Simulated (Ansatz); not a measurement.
The starting structures come from a database of crystals and need not be the phases stable at ambient conditions.

 Where the default PAW files enter, the runs use the earlier of Ansatz's two default sets.

# Evanescent states of HfSO (P2_13, not sure to be the ambient phase, 12 atoms a cell, 15.1 Å³ an atom, 2 GPa at this level) along the normal of (001)

Level of theory: r2SCAN (plane waves, PAW; Ansatz, an electronic-structure program).

The gap is the functional's own, uncorrected, and κ follows it; spin-orbit coupling is left out. Mid-gap values are interpolated between the computed energies.

Energies count from the valence-band top; κ is the least over a 6×6 mesh across the current.

```tsv
E (eV)	κ (1/Å)	where
0.08	0.078	Γ
0.24	0.133	Γ
0.40	0.168	Γ
0.56	0.196	Γ
0.72	0.219	Γ
0.88	0.239	Γ
1.04	0.256	Γ
1.20	0.271	Γ
1.36	0.285	Γ
1.52	0.298	Γ
1.68	0.311	Γ
1.84	0.324	Γ
2.00	0.340	Γ
2.16	0.355	off Γ
2.32	0.340	off Γ
2.48	0.321	off Γ
2.64	0.299	off Γ
2.80	0.271	off Γ
2.96	0.235	off Γ
3.12	0.185	off Γ
3.28	0.096	off Γ
```

**Question.** How thick must the barrier be to attenuate the transmission by 10^8 when the electrodes' Fermi level lies at 0.56 eV, and what attenuation does that film give at 1.36 eV?

**Answer.** d = 8 ln 10 / (2 × 0.196) = 47.0 Å. At 1.36 eV it gives 8 × 0.285/0.196 = 11.6 decades.
